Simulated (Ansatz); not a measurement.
## O on the 1x1 (111) surface of fcc Rh, one in a 1x1 cell, started at the site 'hollow Rh-Rh-Rh over Rh at depth 2.2 Å'

Level of theory: PBE (plane waves to 420 eV, PAW; Ansatz, an electronic-structure program).

Set-up: 5 atoms, 6.5 Å thick at the start under the adsorbate (thin: gaps and levels are the slab's own); mesh 12x12x1; 0.1 eV smearing; dipole correction on; 2 atoms held, the rest relaxed; symmetry of the start imposed; no spin, no spin-orbit, no U, no dispersion correction. At the end it is bonded to 3 Rh. In PBE this state lies 0.17 eV over the lowest of the starts that converged ('hollow Rh-Rh-Rh over Rh at depth 4.4 Å').

```json
{
 "adsorption energy against ½ O2(g)": "-1.05 eV",
 "work_function_of_the_top_face": "6.13 eV",
 "change_of_the_work_function": "0.98 eV",
 "change_of_the_step_from_the_bottom_to_the_top_vacuum_level_against_the_clean_slab": "0.99 eV",
 "energy_released_by_relaxation": "0.62 eV",
 "height of the binding atom over the mean of the host atoms within 0.3 Å of the top one": "1.150 Å",
 "nearest_host_atoms_of_the_binding_atom": "Rh at 1.94 Å, Rh at 3.51 Å, Rh at 5.90 Å",
 "largest_move_of_a_host_atom": "0.18 Å",
 "cost": "around 90 core-seconds (rough)"
}
```

A negative adsorption energy means that the adsorbate is more stable on the surface than in its reference.
